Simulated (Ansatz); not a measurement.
Base system: Li in the bcc (W type) structure (space group Im-3m, No. 229; a = 3.434 Å).

Computed with PBEsol, PAW, 420 eV (Ansatz, an electronic-structure program; scalar-relativistic without spin-orbit coupling).

Before the change:

The lattice parameter a is 3.434 Å.

Perturbation: full substitution Li → Na, then cell and atoms are relaxed.

Problem. Predict the new lattice parameter a.

Solution. The lattice parameter a grows by 0.735 Å (3.434 Å → 4.169 Å).

No phonon test of stability was made.
